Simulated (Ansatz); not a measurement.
An Ansatz (a first-principles code) input (DFT with PBEsol, PAW potentials and a 420 eV plane-wave cutoff in Ansatz, without spin-orbit coupling):

Ansatz 0.2 input:
```yaml
crystal:
  lattice:
    - [-2.1008905582, 2.1008905582, 8.9209372552]
    - [2.1008905582, -2.1008905582, 8.9209372552]
    - [2.1008905582, 2.1008905582, -8.9209372552]
  atoms:
    - { symbol: As, position: [0.25, 0.75, 0.5] }
    - { symbol: As, position: [0.5744018689, 0.0744018689, 0.5] }
    - { symbol: As, position: [0.9255981311, 0.4255981311, 0.5] }
    - { symbol: Al, position: [0, 0, 0] }
    - { symbol: In, position: [0.337360753, 0.337360753, 0] }
    - { symbol: In, position: [0.662639247, 0.662639247, 0] }
basis: { ecutwfc: 420, ecutrho_ratio: 4, xc_grid: 2, fft_grid_basis: typed }
kpoints: { mp_grid: { grid: [11, 11, 11] } }
hamiltonian:
  xc: pbesol
  dispersion: none
  pseudopotentials: { kind: paw }
scf: { occupations: { method: fermi_dirac, width: 0.05 }, convergence: { dr2_threshold: 0.0000000006 } }
output: { forces: true, stress: true }
checkpoint: { write: state.ck, write_every: 1000 }
```

**Question.** Which symmetry and how many k-points will the program report, and about how many plane waves at Γ?

**Answer.** Space group I-4m2 (ITA 119) with 8 operations, k-points 126 of 1331, and 3025 plane waves at Γ.

Each cell is one ordered arrangement of few atoms, which overstates ordering effects compared with a random alloy. No phonon test of stability was made. The cell was made from AlAs by this change: x(In) = 0.667, 6 atoms, I-4m2.
